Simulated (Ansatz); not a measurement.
We consider MoGe2 (I4/mmm, No. 139, 3 atoms in the cell; start mp-10201), described by LDA in Ansatz (plane waves, PAW).

Numerical settings: plane-wave cutoff 520 eV, 24×24×24 k mesh, Fermi–Dirac smearing 0.05 eV, no spin polarisation, scalar-relativistic PAW data made under PBE.

Cell (relaxed at this level):

```cif
data_Ge4Mo2
_chemical_formula_sum 'Ge4 Mo2'
_space_group_name_H-M_alt 'I4/mmm'
_space_group_IT_number 139
_space_group_name_Hall '-I 4 2'
_cell_length_a 3.27577
_cell_length_b 3.27577
_cell_length_c 8.13028
_cell_angle_alpha 90.000
_cell_angle_beta 90.000
_cell_angle_gamma 90.000
loop_
_atom_site_label
_atom_site_type_symbol
_atom_site_symmetry_multiplicity
_atom_site_Wyckoff_symbol
_atom_site_fract_x
_atom_site_fract_y
_atom_site_fract_z
_atom_site_occupancy
Ge1 Ge 4 e 0.00000 0.00000 0.33791 1
Mo1 Mo 2 a 0.00000 0.00000 0.00000 1
```
(The calculation used a cell of 3 atoms; values per cell refer to that cell.)

Task: Estimate the bulk modulus B0 that the calculation returns.

Result: 
bulk modulus B0: 188 GPa

The run finds no gap.

Note: the bulk modulus is −V dP/dV from two relaxed cells at ±2 % in volume; the relaxation could not lower the start's symmetry, so the cell can be a saddle point above a distorted one.

Static lattice: no zero-point or thermal effects.

A start named mp-… is a Materials Project structure, which need not be a measured phase.

Ansatz is an electronic-structure program.
